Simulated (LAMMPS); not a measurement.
Surface tension of liquid Cu over temperature.

Method: classical MD, pair style eam, the elements' _u3.eam files (universal-3 set of Foiles, Baskes and Daw), run in LAMMPS.

```json
[
 {"T (K)": "1360", "surface tension": "0.84 ± 0.03 N/m", "excess energy": "1.2 J/m²"},
 {"T (K)": "1560", "surface tension": "0.76 ± 0.02 N/m", "excess energy": "1.2 J/m²"},
 {"T (K)": "1830", "surface tension": "0.71 ± 0.03 N/m", "excess energy": "1.1 J/m²"}
]
```

Uncertainties are statistical and leave out the potential's own error.
